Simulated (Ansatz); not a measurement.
The parent structure is SrTiO3 in the cubic perovskite structure (space group Pm-3m, No. 221).

```xyz
5
Lattice="3.8542 0.0000 0.0000 0.0000 3.8542 0.0000 0.0000 0.0000 3.8542" Properties=species:S:1:pos:R:3 pbc="T T T"
Sr     0.0000     0.0000     0.0000
Ti     1.9271     1.9271     1.9271
O      1.9271     0.0000     1.9271
O      0.0000     1.9271     1.9271
O      1.9271     1.9271     0.0000
```

Cartesian axes are those of the cell as printed.

Level of theory: Kohn–Sham DFT with the LDA functional, run in Ansatz (a program for electronic structure) with PAW and 420 eV plane waves, scalar-relativistic without spin-orbit coupling.

Base values:

Pressure: 0.00 GPa
Smallest direct gap: 2.17 eV

It is then changed as follows: tensile biaxial strain of 1.00 % in the plane normal to [111], as in epitaxy on a mismatched substrate; the out-of-plane cell vector and the atoms relax.

### Question
How does this affect the ratio −ε⊥/ε∥, pressure and smallest direct gap?

### Answer
The ratio −ε⊥/ε∥ is 0.66; the pressure (mean of the normal stresses, compression positive) goes from zero to -2.59 GPa; the smallest direct gap drops by 0.11 eV, from 2.17 eV to 2.06 eV.

No phonon test of stability was made. The final runs are not spin-polarised. Many cubic perovskites are stable only at high temperature; tilts and polar distortions were not tested.
